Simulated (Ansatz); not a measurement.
Here is the system:

```xyz
2
Lattice="0.0000 2.4354 2.4354 2.4354 0.0000 2.4354 2.4354 2.4354 0.0000" Properties=species:S:1:pos:R:3 pbc="T T T"
S      3.6531     3.6531     3.6531
Be     0.0000     0.0000     0.0000
```

No spin polarisation.

Method: PBE (Ansatz, a first-principles code; PAW; 420 eV plane waves; without spin-orbit coupling). Settings: 12×12×12 k-points, 0.05 eV Fermi–Dirac smearing.

### Question
Predict the band gap, hole mass and electron mass.

### Answer
* **Band gap**: 3.14 eV
* **Hole mass (degenerate bands, along [100])**: 0.34, 0.57, 0.57 mₑ (at Γ)
* **Electron mass**: 0.83 mₑ along k, 0.29 mₑ across (at X)

Load acts through the strain it causes; cell and atoms are relaxed under it. Masses are band curvatures over ±0.01 Å⁻¹ around the edge. Along k means along the line from Γ to the band edge. Stability against distortions was not tested. The cell was made from BeS in the zinc blende structure (space group F-43m, No. 216) by this change: pressure 0.3 GPa.
